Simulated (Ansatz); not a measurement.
System: BiVO₄ (I4₁/a, No. 88, 12 atoms in the cell; start mp-23044; high-temperature phase). Method: PBE0 in Ansatz (PAW).

Numerical settings: plane-wave cutoff 460 eV, 6×6×6 k mesh, Fermi–Dirac smearing 0.01 eV, no spin polarisation, scalar-relativistic PAW data made under PBE.

Cell (relaxed with PBEsol):

```cif
data_Bi2O8V2
_chemical_formula_sum 'V2 Bi2 O8'
_space_group_name_H-M_alt 'P 1'
_space_group_IT_number 1
_cell_length_a 6.82243
_cell_length_b 6.82243
_cell_length_c 6.82243
_cell_angle_alpha 136.039
_cell_angle_beta 136.039
_cell_angle_gamma 63.920
loop_
_space_group_symop_operation_xyz
  'x, y, z'
loop_
_atom_site_label
_atom_site_type_symbol
_atom_site_fract_x
_atom_site_fract_y
_atom_site_fract_z
_atom_site_occupancy
V1 V 0.50000 0.50000 0.00000 1
V2 V 0.25000 0.75000 0.50000 1
Bi1 Bi 0.00000 0.00000 0.00000 1
Bi2 Bi 0.75000 0.25000 0.50000 1
O1 O 0.17132 0.56046 0.89014 1
O2 O 0.31046 0.92032 0.88915 1
O3 O 0.67032 0.28117 0.10986 1
O4 O 0.03117 0.42132 0.11085 1
O5 O 0.57868 0.68954 0.60986 1
O6 O 0.43954 0.32968 0.61085 1
O7 O 0.07968 0.96883 0.39014 1
O8 O 0.71883 0.82868 0.38915 1
```

**Question.** What does this level give for the band gap, smallest direct gap on the k points sampled and direct gap at Γ?

**Answer.** 
* **band gap**: 3.98 eV (on the SCF k mesh)
* **smallest direct gap on the k points sampled**: 4.10 eV
* **direct gap at Γ**: 4.98 eV

Note: held by symmetry at 0 K, a high-temperature phase can be a saddle point; cell and atoms aren't relaxed at this level (largest force component 0.46 eV/Å, pressure -1.3 GPa).

Spin–orbit coupling is not included; with these elements it can move the gap by several tenths of an eV or more.

Cost on a shared machine: very roughly 11 core-minutes.

A start named mp-… is a Materials Project structure, which need not be a measured phase.

Ansatz is an electronic-structure program.
